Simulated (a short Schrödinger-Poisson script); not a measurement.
From a short Schrödinger-Poisson script (our own, NumPy): one-band effective-mass equation with BenDaniel-Duke matching, electrons, heavy and light holes apart, hard walls at the outer ends, one valence edge for both holes (no strain splitting), no charge, excitons, band mixing or non-parabolicity; under a field the levels are quasi-bound states of a box, listed while three quarters of their weight lies within 4 nm of the wells.

Stack: single In0.1Ga0.9N/GaN quantum well.

From the first side: 12 nm GaN; 2.5 nm In0.1Ga0.9N, built-in field 1500 kV/cm; 12 nm GaN.

Constants are typed, rounded textbook-type inputs, not results; the design itself was drawn at random and stands for no fabricated device. In0.1Ga0.9N: direct gap (eV) 3.034, conduction-band edge (eV) 0, electron mass (mₑ) 0.187, heavy-hole mass 1.7, light-hole mass 0.3. GaN: direct gap (eV) 3.43, conduction-band edge (eV) 0.277, electron mass (mₑ) 0.2, heavy-hole mass 1.9, light-hole mass 0.33.

The valence-band edge of each layer lies one gap below its conduction-band edge. The electron's potential energy rises along the stack by the applied field and, inside the well alone, by the built-in field (unscreened; none in the barriers). Mesh 0.03 nm at interfaces.

Problem. Give the squared e1-hh1 overlap at zero applied field; the e1-hh1 transition at zero applied field (eV).

Solution. squared e1-hh1 overlap at zero applied field: 0.11; e1-hh1 transition at zero applied field (eV): 3.001. Excitons, screening of the built-in field, fields in the barriers and alloy fluctuations are left out, and strain enters only through the typed gaps and offsets, so measured lines lie elsewhere.
